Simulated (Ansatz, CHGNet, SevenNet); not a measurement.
## AgInTe2 (model structure, started from the chalcopyrite type, I-42d, No. 122, 8 atoms in the cell): properties by level of theory

```json
[
 {"level (code)": "CHGNet 0.3.0", "lattice parameter a (Å)": "6.487", "c axis length (Å)": "13.407"},
 {"level (code)": "SevenNet-0", "lattice parameter a (Å)": "[?]", "c axis length (Å)": "13.029"},
 {"level (code)": "SevenNet-l3i5", "lattice parameter a (Å)": "[?]", "c axis length (Å)": "13.039"},
 {"level (code)": "PBEsol (Ansatz)", "lattice parameter a (Å)": "6.432", "c axis length (Å)": "[?]"}
]
```

Task: Some entries are withheld; supply them.

Result: 
- SevenNet-0, lattice parameter a (Å): 6.576
- SevenNet-l3i5, lattice parameter a (Å): 6.566
- PBEsol (Ansatz, a quantum-chemistry and plane-wave program), c axis length (Å): 12.766

Ansatz's density-functional and Hartree–Fock values are scalar-relativistic unless marked +SOC, with PAW data made under PBE.

Static lattice: no zero-point or thermal effects.

A model structure was made by putting elements into a prototype or built by hand; here it ended with the formula and space group of a phase in our tables.
